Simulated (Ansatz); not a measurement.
SrO under load (space group Fm-3m), r2SCAN, rigid bands (Ansatz, a quantum-chemistry and plane-wave program). Condition of this run: hydrostatic pressure of -3.6 GPa (compression positive) (the target of the relaxation). Band gap 3.81 eV, N_c = 3.32e19 cm⁻³ and N_v = 2.66e20 cm⁻³ at 300 K, conductivity masses of 0.527 mₑ (electrons) and 1.46 mₑ (holes). Take k_BT = 0.02585 eV.

What thermal injection velocity √(2k_BT/πm) limits a ballistic channel?

7.41e6 cm/s for electrons and 4.45e6 cm/s for holes, a ratio of √(m_h/m_e) = 1.66, for dilute carriers.

A film of it is 8 nm thick. Estimate the confinement energies in an infinite well.

ħ²π²/(2m t²) = 0.376 eV·nm²/(m/mₑ × t²) gives 11.1 meV for electrons and 4.02 meV for holes, so the gap would widen to about 3.83 eV. Finite barriers and nonparabolic bands lower this, and with several valleys or bands the heaviest mass along the normal sets the lowest level, not this average.

Find the intrinsic carrier density and the intrinsic Fermi level.

n_i = √(N_c N_v) exp(−E_g/2k_BT) = 9.40e19 × exp(−73.69) = 9.3e-13 cm⁻³. The level lies (k_BT/2) ln(N_v/N_c) = 27 meV from mid-gap (positive towards the conduction band). Each 0.1 eV added to the gap lowers n_i by a factor of 6.9.

Rigid bands with the computed gap; masses take one relaxation time for all states. Spin-orbit coupling is left out; where it splits the top of the valence band, N_v and the p-type Seebeck coefficient come out somewhat high without it. Geometry: cell and atoms relaxed with PBEsol.
